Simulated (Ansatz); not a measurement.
**SiC under a change: biaxial strain −2.00 %, plane normal [001], relaxed out of plane**

Base system: SiC in the zinc blende structure (space group F-43m, No. 216; a = 4.357 Å). Axes: x, y, z lie along the cube axes.

Modification: compressive biaxial strain of 2.00 % in the plane normal to [001], as in epitaxy on a mismatched substrate; the out-of-plane cell vector and the atoms relax.

Computed with Kohn–Sham DFT with the PBEsol functional, run in Ansatz (a quantum-chemistry and plane-wave program) with PAW and 420 eV plane waves, without spin-orbit coupling. k-mesh 13×13×13 (Γ-centred); smearing 0.05 eV (Fermi–Dirac).

```json
[
 {"quantity": "volume per atom", "base": "10.34 Å³", "changed": "10.06 Å³", "shift": "-0.273 Å³"},
 {"quantity": "space group", "base": "F-43m (No. 216)", "changed": "I-4m2 (No. 119)", "shift": "–"},
 {"quantity": "shortest interatomic distance", "base": "1.887 Å", "changed": "1.870 Å", "shift": "-0.0163 Å"},
 {"quantity": "energy relative to the base (free energy F)", "base": "0 meV/atom", "changed": "+12 meV/atom", "shift": "+12 meV/atom"},
 {"quantity": "pressure (mean of the normal stresses, compression positive)", "base": "-0.01 GPa", "changed": "6.15 GPa", "shift": "+6.16 GPa"},
 {"quantity": "band gap", "base": "1.24 eV", "changed": "1.04 eV", "shift": "-0.207 eV"},
 {"quantity": "gap character", "base": "–", "changed": "indirect, Γ → X", "shift": "–"},
 {"quantity": "smallest direct gap", "base": "4.45 eV", "changed": "4.45 eV", "shift": "-0.007 eV"},
 {"quantity": "valence-band top at Γ (three highest levels, from the VBM)", "base": "0.00, 0.00, 0.00 eV", "changed": "0.00, 0.00, -0.25 eV", "shift": "–"},
 {"quantity": "valley order (the lowest conduction-band minima on the path, energy above the VBM, named in the base's zone)", "base": "X along ⟨100⟩ 1.24 eV", "changed": "X along [010] 1.04 eV; X along [001] 1.35 eV", "shift": "–"},
 {"quantity": "out-of-plane strain", "base": "–", "changed": "+1.37 %", "shift": "–"},
 {"quantity": "ratio −ε⊥/ε∥", "base": "–", "changed": "0.69", "shift": "–"},
 {"quantity": "mean in-plane stress (compression positive)", "base": "–", "changed": "+9.2 GPa", "shift": "–"}
]
```

Cost of the whole job for the changed cell (relaxation, final SCF and bands): around 27 core-seconds (rough).

Stability against distortions was not tested. k-point labels follow each cell's own Brillouin zone.
